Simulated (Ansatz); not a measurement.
Functionals compared on NH3 on the 1x1 (100) surface of monoclinic ZrO2 (cut with top plane 2 O), one in a 1x1 cell, started at the site 'top O', in Ansatz (plane waves, PAW). The structure was relaxed with PBE; the other rows are single points on it, each with its references at the same level. Cutoff 420 eV (500 eV for r2SCAN). HSE06 used the coarser mesh 3x3x1.

Host crystal: monoclinic ZrO2, with a band gap (PBE, scalar-relativistic without spin-orbit coupling).

Set-up: 28 atoms, 9.4 Å thick at the start under the adsorbate (thin: gaps and levels are the slab's own); mesh 4x4x1; 0.01 eV smearing; dipole correction on; 12 atoms held, the rest relaxed; no symmetry held; no spin, no spin-orbit, no U, no dispersion correction. At the end it is bonded to Zr. In PBE it is, or lies within 0.03 eV of, the lowest of the starts that converged. These notes are the PBE run's. Adsorption energies are against NH3(g). A negative adsorption energy means that the adsorbate is more stable on the surface than in its reference.

A dash marks a value that is undefined for that row or was read on another mesh.

```tsv
functional	adsorption energy (eV)	gap of the slab on its k-mesh (eV)	highest filled level below the top vacuum level (eV)	rough cost of the single point
PBE	-1.24	3.52	5.23	–
RPBE	-0.95	3.58	5.12	very roughly 2.3 core-minutes
r2SCAN	-1.45	3.95	5.52	roughly 5 core-minutes
HSE06	-1.32	–	–	around 40 core-minutes (rough)
```

Ansatz is a quantum-chemistry and plane-wave program.
